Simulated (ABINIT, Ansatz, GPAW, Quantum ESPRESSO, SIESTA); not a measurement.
# Code comparison for Ir (Fm-3m, 1 atom in the cell)

Self-consistent single point.

```
Ir
1.0
    0.00000     1.95067     1.95067
    1.95067     0.00000     1.95067
    1.95067     1.95067     0.00000
Ir
1
Direct
  0.00000   0.00000   0.00000
```

Shared settings, as Ansatz (a first-principles code) writes them: kpoints.mp_grid.grid = 8 8 8; scf.occupations.method = gaussian; scf.occupations.width = 0.01 Ry. Potentials and cutoffs stand in the table.

| code | model | pressure (GPa) | cutoff |
|---|---|---|---|
| SIESTA | GGA PBE, numerical atomic orbitals TZP, PseudoDojo PBE standard norm-conserving potentials (rewritten from UPF to PSML) | -10.14 | grid 300 Ry |
| GPAW | PBE, GPAW PAW datasets PBE (gpaw-data 1.0.1) | -7.67 | 550 eV |
| Quantum ESPRESSO | PBE, PSlibrary PAW (PBE) pseudopotentials | -7.14 | 35 Ry |
| ABINIT | PBE, PAW (JTH v2.0 PBE PAW) | -6.78 | 20 Ha |
| Ansatz | PBE, PAW files | -6.59 | default |

On Ansatz's run: spin-orbit coupling is off. Spin polarisation is off.

The spread over the programs that give each value: pressure within 3.55 GPa.

SIESTA uses small atom-centred bases, whose incompleteness enters pressures, forces and empty levels differently from a plane-wave cutoff. Ansatz's pressure is given at a fixed set of plane waves, as the other plane-wave codes print theirs; with its correction for the finite basis it is -6.51 GPa. In the pressure, SIESTA (by 3.18) lies more than 1 GPa from the median of the plane-wave programs.

On the base mesh (14 14 14) the same programs gave: Ansatz pressure -7.69 GPa; Quantum ESPRESSO pressure -8.25 GPa; ABINIT pressure -7.90 GPa; GPAW pressure -8.74 GPa; SIESTA pressure -11.37 GPa.

The values differ from the base mesh's, so the mesh still matters here: the table compares the programs at equal settings.

The starting cell comes from a database of computed structures (which also holds hypothetical and non-ambient phases and stackings), without a prior relaxation at this level. Its lattice was rescaled by a random factor within 2.5 % of one.

Left out of this page: Elk and FLEUR (not drawn, or without a comparable value).

Keys are those of Ansatz 0.2.
